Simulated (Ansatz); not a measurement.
The starting structures come from a database of crystals and need not be the phases stable at ambient conditions.

Inside the gap of an insulator the Bloch states are evanescent, with a wavenumber k + iκ along the transport direction.

Data:

```
CELL_PARAMETERS angstrom
      4.42520     0.00000     0.00000
      2.21260     4.02356     0.00000
      0.00000     0.00000     4.25023
ATOMIC_POSITIONS crystal
  Cs 0.98533 0.02934 0.00000
  H  0.55847 0.88306 0.50000
  H  0.45270 0.47612 0.50000
  H  0.07118 0.47612 0.50000
  O  0.67951 0.64098 0.50000
  O  0.33406 0.33188 0.50000
```

Space group of this cell: Amm2. The cell is taken as given.

Transport runs along the normal of the first two printed cell vectors.

The gap is the functional's own. No spin-orbit coupling. Mid-gap values are interpolated on the energy grid.

Q: State the band gap and the smallest decay constant κ at mid-gap according to r2SCAN in Ansatz (a program for electronic structure).

A: Gap 5.05 eV on a 8×8×8 mesh; κ = 0.415 1/Å, at the zone centre.
